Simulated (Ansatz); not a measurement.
## GaSb (model structure, started from the CsCl type, Pm-3m, No. 221, 2 atoms in the cell)

All values below come from r²SCAN in Ansatz (plane waves, PAW).

Settings: plane-wave cutoff 500 eV, 12×12×12 k mesh, Fermi–Dirac smearing 0.05 eV, scalar-relativistic PAW data made under PBE.

Cell (relaxed at this level):

```
CELL_PARAMETERS angstrom
      3.57853     0.00000     0.00000
      0.00000     3.57853     0.00000
      0.00000     0.00000     3.57853
ATOMIC_POSITIONS crystal
  Ga 0.00000 0.00000 0.00000
  Sb 0.50000 0.50000 0.50000
```

For GaSb (model structure, started from the CsCl type, Pm-3m, No. 221, 2 atoms in the cell), the band gap is zero (no gap).

Note: the relaxation could raise the start's symmetry but not lower it, so the cell can be a saddle point.

Spin–orbit coupling is not included.

Static lattice: no zero-point or thermal effects.

The result took very roughly 60 core-seconds.

A model structure was made by putting elements into a prototype or built by hand; it is no filed structure, need not be a known phase, and can be a saddle point held by its symmetry.

Ansatz is a program for electronic structure.
